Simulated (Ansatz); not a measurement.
Consider CsSnI₃ in the cubic perovskite structure (space group Pm-3m, No. 221; a = 6.131 Å). Axes: x, y, z lie along the cube axes.

Method: PBEsol, PAW, 420 eV (Ansatz, a program for electronic structure; no spin-orbit coupling).

Base values:

The band gap is 0.10 eV. The pressure is 0.0 GPa and the volume per atom is 46.08 Å³.

The change: compressive biaxial strain of 1.80 % in the plane normal to [001], as in epitaxy on a mismatched substrate; the out-of-plane cell vector and the atoms relax.

Estimate the effect on the band gap, energy relative to the base, pressure and volume per atom.

The band gap becomes zero (base: 0.10 eV); the energy rises by 4.8 meV/atom; the pressure (mean of the normal stresses, compression positive) goes from zero to 0.7 GPa; the volume per atom falls by 1.46 Å³, from 46.08 Å³ to 44.62 Å³.

With I present, leaving out spin-orbit coupling can change the band edges. Stability against distortions was not tested. The final runs are not spin-polarised. Many cubic perovskites are stable only at high temperature; tilts and polar distortions were not tested. Gaps under 0.05 eV, about the width of the smearing, are given as zero. A zero or small gap of CsSnI3 can be the functional's error rather than a property of the material.
